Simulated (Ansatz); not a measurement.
Results of LDA in Ansatz (PAW) for WMo (model structure, Fm-3m, No. 225, 2 atoms in the cell).

Settings: plane-wave cutoff 520 eV, 18×18×18 k mesh, Fermi–Dirac smearing 0.05 eV, no spin polarisation, scalar-relativistic PAW data made under PBE.

Cell (relaxed at this level):

MoW is modelled in the cubic space group Fm-3m (No. 225), the rock salt structure, Pearson symbol cF8. Cell: a = b = c = 5.1463 Å, α = β = γ = 90.00°. Mo on 4a is coordinated by 6 W at 2.573 Å (octahedral). W on 4b is coordinated by 6 Mo at 2.573 Å (octahedral). (Neighbours: up to the widest gap in distance over summed covalent radii, below 1.35, at either atom.)
(The calculation used a cell of 2 atoms; values per cell refer to that cell.)

### Question
Give the computed bulk modulus B0.

### Answer

* **bulk modulus B0**: 231 GPa

Note: the run has no spin polarisation, so it can have missed a magnetic state; the bulk modulus is −V dP/dV from two relaxed cells at ±2 % in volume; the relaxation could raise the start's symmetry but not lower it, so the cell can be a saddle point.

Spin–orbit coupling is not included.

Computing time: very roughly 50 core-seconds.

A model structure was made by putting elements into a prototype or built by hand; it is no filed structure, need not be a known phase, and can be a saddle point held by its symmetry.

Ansatz is a program for electronic structure.
